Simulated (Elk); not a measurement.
Band structure of Mg₆SbMo (Amm2, 8 atoms in the cell).

```yaml
crystal:
  lattice:
    - [5.00334, 0.00000, 0.00000]
    - [0.00000, 3.11246, 5.26738]
    - [0.00000, -3.11246, 5.26738]
  atoms:
    - { symbol: Mg, position: [0.00000, 0.32564, 0.83724] }
    - { symbol: Mg, position: [0.00000, 0.83724, 0.32564] }
    - { symbol: Mg, position: [0.00000, 0.33432, 0.33432] }
    - { symbol: Mg, position: [0.50000, 0.15422, 0.67426] }
    - { symbol: Mg, position: [0.50000, 0.67426, 0.15422] }
    - { symbol: Mg, position: [0.50000, 0.16642, 0.16642] }
    - { symbol: Sb, position: [0.50000, 0.67576, 0.67576] }
    - { symbol: Mo, position: [0.00000, 0.83216, 0.83216] }
```

Computed with PBEsol, all-electron FP-LAPW, Elk's shipped species files, default APW+lo basis (Elk).

Settings: xctype = 22; stype = 0; swidth = 0.00367493 Ha; ngridk = 4 3 3; maxscl = 100.

The starting cell comes from a database of computed structures (which also holds hypothetical and non-ambient phases and stackings), without a prior relaxation at this level. Spin-orbit coupling is off. Spin polarisation is off. Values depend on the basis (sphere radii, cutoffs, local orbitals), which need not be converged.

Levels in eV from the Fermi level, bands 41 to 48:
```tsv
point	41	42	43	44	45	46	47	48
Γ	-1.96	-1.43	-1.00	-0.67	0.12	0.31	1.34	2.17
X	-1.23	-0.61	-0.51	-0.18	0.32	0.47	1.08	1.12
S	-1.28	-0.89	-0.63	-0.52	0.30	1.06	1.22	1.45
R	-1.85	-0.81	-0.55	-0.44	-0.10	0.71	1.30	1.84
A	-1.16	-0.99	-0.72	-0.64	-0.57	1.11	1.45	1.65
Z	-1.46	-1.35	-1.28	-0.91	-0.47	-0.45	-0.29	1.17
Y	-1.14	-0.81	-0.29	-0.09	0.83	1.05	1.07	1.22
X1	-1.23	-0.61	-0.51	-0.18	0.32	0.47	1.08	1.12
A1	-1.16	-0.99	-0.72	-0.64	-0.57	1.11	1.45	1.65
T	-1.55	-0.83	-0.83	-0.55	-0.05	0.75	0.91	2.25
```

Bands cross the Fermi level along this path, so the cell is metallic at this level.
